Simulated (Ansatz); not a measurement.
**ZnSe under load (space group I-4m2): band-edge transport data**

Given:

```
ZnSe
1.0
    0.00000     2.79636     2.93531
    2.79636     0.00000     2.93531
    2.79636     2.79636     0.00000
Zn Se
1 1
Direct
  0.00000   0.00000   0.00000
  0.75000   0.75000   0.75000
```

Computed with r2SCAN with spin-orbit coupling, rigid bands (plane waves, PAW; Ansatz, a first-principles code). Condition of this run: uniaxial stress zz = -2 GPa (compression positive) (the target of the relaxation). How the cell was made: cell and atoms relaxed with r2SCAN, then loaded as said.

The band gap comes out as 1.63 eV, the electron conductivity mass (300 K, dilute) is 0.131 mₑ and the hole conductivity mass (300 K, dilute) is 0.50 (x), 0.50 (y), 0.81 (z) mₑ. The effective density of states N_c (300 K) is 1.2e18 cm⁻³ and the effective density of states N_v (300 K) is 8.6e18 cm⁻³. The density-of-states mass, electrons is 0.130 mₑ and the density-of-states mass, holes is 0.49 mₑ. The Seebeck coefficient, n-type 1e19 cm⁻³, 300 K comes out as -80 μV/K. The Seebeck coefficient, p-type 1e19 cm⁻³, 300 K comes out as 253 μV/K and the best p-type power factor at 300 K for τ = 10 fs (best axis; densities from 1e16 to 1e21 cm⁻³ tried, whether or not they can be reached) is 7.8 μW/(cm·K²) at 3e20 cm⁻³.

Rigid bands; masses and Seebeck coefficients take one relaxation time τ for all states and one kind of carrier; polarons and phonon drag are left out.
